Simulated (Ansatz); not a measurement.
# Habitual settings against a tight run: BaTl2 (P6_3/mmc, 6 atoms in the cell)

Self-consistent single point.

```yaml
crystal:
  lattice:
    - [5.20305, 0.00000, 0.00000]
    - [-2.60153, 4.50598, 0.00000]
    - [0.00000, 0.00000, 8.47993]
  atoms:
    - { symbol: Ba, position: [0.00000, 0.00000, 0.25000] }
    - { symbol: Ba, position: [0.00000, 0.00000, 0.75000] }
    - { symbol: Tl, position: [0.33333, 0.66667, 0.45373] }
    - { symbol: Tl, position: [0.66667, 0.33333, 0.54627] }
    - { symbol: Tl, position: [0.66667, 0.33333, 0.95373] }
    - { symbol: Tl, position: [0.33333, 0.66667, 0.04627] }
```

Computed with PBEsol, default PAW files made with PBE (plane waves; Ansatz, an electronic-structure program).

Base settings: basis.ecutwfc = 420 eV; kpoints.mp_grid.grid = 5 5 3; hamiltonian.xc = pbesol; hamiltonian.pseudopotentials = {kind: paw} (the program's default PAW files); scf.occupations.method = fermi_dirac; scf.occupations.width = 0.1 eV.

Tight run (finer mesh or higher cutoff; not a proven limit): basis.ecutwfc: 420 eV → 590 eV; kpoints.mp_grid.grid: 5 5 3 → 7 7 5; scf.convergence.dr2_threshold: default (1e-07 eV) → 1e-09 eV. It gave Fermi level (on the code's own zero) 9.75 eV; pressure 0.17 GPa; largest force (vector length) 0.027 eV/Å.

Quick runs, as changes from the base:
- A: the base itself
- B: basis.ecutwfc: 420 eV → 250 eV; kpoints.mp_grid.grid: 5 5 3 → 1 1 1; scf.occupations.method: fermi_dirac → gaussian; scf.occupations.width: 0.1 eV → 0.136 eV; scf.convergence.dr2_threshold: default (1e-07 eV) → 0.001 eV
- C: kpoints.mp_grid.grid: 5 5 3 → 4 4 4; hamiltonian.xc: pbesol → lda; scf.convergence.dr2_threshold: default (1e-07 eV) → 0.001 eV [LDA (PW92)]
- D: basis.ecutwfc: 420 eV → 335 eV; kpoints.mp_grid.grid: 5 5 3 → 6 6 6
- E: basis.ecutwfc: 420 eV → 295 eV; kpoints.mp_grid.grid: 5 5 3 → 4 4 4; hamiltonian.xc: pbesol → lda [LDA (PW92)]
- F: basis.ecutwfc: 420 eV → 250 eV; kpoints.mp_grid.grid: 5 5 3 → 6 6 6; hamiltonian.xc: pbesol → lda [LDA (PW92)]

Energies are extrapolated to zero smearing width, which holds to low order in the width alone.

Dashes: energy of C, E, F, another energy zero.

† marks runs with another functional, U, potentials or spin treatment: their distance from the tight run is not a convergence error alone.

The count of work is k-points × plane waves × bands × iterations; it is no time. 

Pressures in the table are Ansatz's without its Pulay estimate, at a fixed set of plane waves; the tight run's value above holds the estimate.

The starting cell comes from a database of computed structures (which also holds hypothetical and non-ambient phases and stackings), without a prior relaxation at this level. Its lattice was rescaled by a random factor within 2.5 % of one.

| run | energy less tight (meV/atom) | pressure less tight (GPa) | largest miss in a force vector (eV/Å) | count of work / tight |
|---|---|---|---|---|
| A | 2.0 | -0.01 | 0.007 | 0.17 |
| B | 1551.1 | -8.79 | 0.843 | 0.0077 |
| C† | – | -1.54 | 0.008 | 0.20 |
| D | 3.9 | -0.31 | 0.006 | 0.39 |
| E† | – | -4.45 | 0.000 | 0.12 |
| F† | – | -18.48 | 0.036 | 0.25 |

Among the runs at the tight run's level, the energy misses run from 2.0 to 1551.1 meV/atom.

Keys are those of Ansatz 0.2.
